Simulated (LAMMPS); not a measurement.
Simulation of a melt made from Ni (fcc), 4000 atoms, at 2160 K and 0 GPa, brought to that temperature within a few picoseconds.

Level of theory: classical MD, pair style eam, the elements' _smf7.eam files (smf7) (LAMMPS).

Problem. Give the shear viscosity (Green-Kubo), the coordination number, the most common Ni-Ni-Ni angle, the enthalpy per atom, the density as this potential yields it.

Solution. shear viscosity (Green-Kubo): 3.2 ± 0.1 mPa s; coordination number: 12.8 (counted to 3.46 Å); most common Ni-Ni-Ni angle: in the 3° bin centred on 55.5° (mean of all 96°); enthalpy per atom: -3.6151 ± 0.0002 eV; density: 7.3867 ± 0.0009 g/cm³.
